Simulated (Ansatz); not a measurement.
## HfN, response to strain

Base system: HfN in the rock salt structure (space group Fm-3m, No. 225; a = 4.526 Å; relaxed with 0.1 eV smearing). Axes: x, y, z lie along the cube axes.

Strains are applied to the cell and any free atomic positions relax; under stress the whole cell relaxes.

Method: r2SCAN, PAW, 500 eV (Ansatz, an electronic-structure program; no SOC).

Notes on the quantities. energy relative to the base: free energy F.

```json
[
 {"variant": "base", "energy relative to the base": "0 meV/atom", "volume per atom": "11.59 Å³", "space group": "Fm-3m (No. 225)"},
 {"variant": "isotropic strain +0.90 %", "energy relative to the base": "+7.2 meV/atom", "volume per atom": "11.90 Å³", "space group": "Fm-3m (No. 225)"},
 {"variant": "uniaxial strain ε_yy = −4.11 %", "energy relative to the base": "+44 meV/atom", "volume per atom": "11.11 Å³", "space group": "I4/mmm (No. 139)"},
 {"variant": "uniaxial stress, 3 GPa tension along x", "energy relative to the base": "+0.6 meV/atom", "volume per atom": "11.63 Å³", "space group": "I4/mmm (No. 139)"},
 {"variant": "tensor shear ε_yz = +3.47 %", "energy relative to the base": "+23 meV/atom", "volume per atom": "11.57 Å³", "space group": "Immm (No. 71)"},
 {"variant": "uniaxial stress, 5 GPa compression along z", "energy relative to the base": "+1.5 meV/atom", "volume per atom": "11.52 Å³", "space group": "I4/mmm (No. 139)"}
]
```

Beyond what the load breaks, stability against distortions was not tested. The final runs are not spin-polarised. An odd electron count without spin: HfN.
